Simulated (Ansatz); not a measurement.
# C: pressure series

Start from C in the diamond structure (space group Fd-3m, No. 227).

```
C
1.0
    0.00000     1.78014     1.78014
    1.78014     0.00000     1.78014
    1.78014     1.78014     0.00000
C
2
Direct
  0.50000   0.50000   0.50000
  0.75000   0.75000   0.75000
```

Cell and atoms are relaxed at each pressure.

All numbers come from r2SCAN, PAW, 500 eV (Ansatz, an electronic-structure program; no spin-orbit coupling), earlier PAW set.

Candidates:
(a) pressure 1.8 GPa
(b) pressure 60 GPa
(c) pressure 4.2 GPa
(d) pressure 45 GPa
(e) pressure 30 GPa

For the base:

```
Property                        Result
-----------------------------  -------
Width of the top valence band  8.75 eV
```

### Question
Order them by width of the top valence band, highest first.

### Answer
(b) pressure 60 GPa (9.77 eV), (d) pressure 45 GPa (9.54 eV), (e) pressure 30 GPa (9.29 eV), (c) pressure 4.2 GPa (8.83 eV), (a) pressure 1.8 GPa (8.78 eV)

The levels and masses belong to the bands next to the band gap. Load acts through the strain it causes; cell and atoms are relaxed under it. No phonon test of stability was made. Competing high-pressure phases were not computed.
